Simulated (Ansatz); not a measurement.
MgO (Pm-3n, No. 223; start mp-1101930; another space group than a measured phase of this formula), treated with G0W0@PBEsol (hard PAW, contour deformation; Ansatz, a program for electronic structure).

The cell is the one relaxed with PBEsol. Conventional cell: a = 5.5903 Å, b = 5.5903 Å, c = 5.5903 Å, α = 90.00°, β = 90.00°, γ = 90.00°.

The quasiparticle gap at Γ at a fixed k mesh 2×2×2:

| response cutoff | value (eV) |
|---|---|
| 140 eV, 1207 empty bands | 5.133 |
| 175 eV, 1687 empty bands | 5.229 |
| 210 eV, 2218 empty bands | 5.306 |
| 280 eV, 3415 empty bands | 5.387 |

Task: Taking the value to converge with the response cutoff E as E^(−3/2), extrapolate from the last two rows.

Result: With y = y∞ + c/w and weights w = 3043 and 4685 for the last two rows, y∞ = (w2 y2 − w1 y1)/(w2 − w1) = (4685 × 5.387 − 3043 × 5.306)/1642 = 5.537 eV, which lies 0.150 beyond the last row. Successive pairs of rows give 5.471, 5.551, 5.537. The limit also hangs on the law assumed, so its last digits aren't firm.

The other settings are not extrapolated, so this is the limit in one setting alone.

A start named mp-… is a Materials Project structure, which can be a computed phase never made.
